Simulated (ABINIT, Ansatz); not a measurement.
An Ansatz (an electronic-structure program) input for a self-consistent single point of Al2Au (Fm-3m, 3 atoms in the cell) (DFT, PBEsol, plane waves, default PAW files made with PBE):

Ansatz 0.2 input:
```yaml
# Al2Au
crystal:
  lattice:
    - [0.00000000, 3.04316700, 3.04316700]
    - [3.04316700, 0.00000000, 3.04316700]
    - [3.04316700, 3.04316700, 0.00000000]
  atoms:
    - { symbol: Al, position: [0.25000000, 0.25000000, 0.25000000] }
    - { symbol: Al, position: [0.75000000, 0.75000000, 0.75000000] }
    - { symbol: Au, position: [0.00000000, 0.00000000, 0.00000000] }
basis:
  ecutwfc: 420.0
kpoints:
  mp_grid: { grid: [9, 9, 9] }
hamiltonian:
  xc: pbesol
  pseudopotentials: { kind: paw }
scf:
  occupations: { method: fermi_dirac, width: 0.1 }
output:
  forces: true
  eigenvalues: true
  stress: true
```

Q: Translate this input to ABINIT.

A: One input that does it (others would too):

```
# Al2Au, PseudoDojo nc-sr-04 PBEsol standard
pp_dirpath "./"
pseudos "Al.upf, Au.upf"
acell 4.3036880440 4.3036880440 4.3036880440 Angstrom
rprim
        -0.0000000000    0.7071067812    0.7071067812
         0.7071067812    0.0000000000    0.7071067812
         0.7071067812    0.7071067812    0.0000000000
natom 3
ntypat 2
znucl 13 79
typat 1 1 2
xcart
         1.5215835000    1.5215835000    1.5215835000
         4.5647505000    4.5647505000    4.5647505000
         0.0000000000    0.0000000000    0.0000000000
      Angstrom
ecut 38 Ha
ixc -116133
occopt 3
tsmear 0.1 eV
nband 18
kptopt 1
ngkpt 9 9 9
nshiftk 1
shiftk 0 0 0
nstep 50
toldfe 1.0e-09
prtwf 0
prtden 0
```

Basis settings and potentials, where a program has them, do not carry over. This input uses DFT, PBEsol, plane waves, norm-conserving pseudopotentials (PseudoDojo nc-sr-04 PBEsol standard). Both were run: pressure -4.35 GPa in Ansatz and -4.42 in ABINIT. Ansatz's pressure is the one without its finite-basis correction.

On ABINIT: the starting cell comes from a database of computed structures (which also holds hypothetical and non-ambient phases and stackings), without a prior relaxation at this level. Its lattice was rescaled by a random factor within 2.5 % of one. With a pressure of about -4 GPa the cell is away from its equilibrium volume at this level.

On Ansatz: the starting cell comes from a database of computed structures (which also holds hypothetical and non-ambient phases and stackings), without a prior relaxation at this level. Its lattice was rescaled by a random factor within 2.5 % of one. With a pressure of about -4 GPa the cell is away from its equilibrium volume at this level.
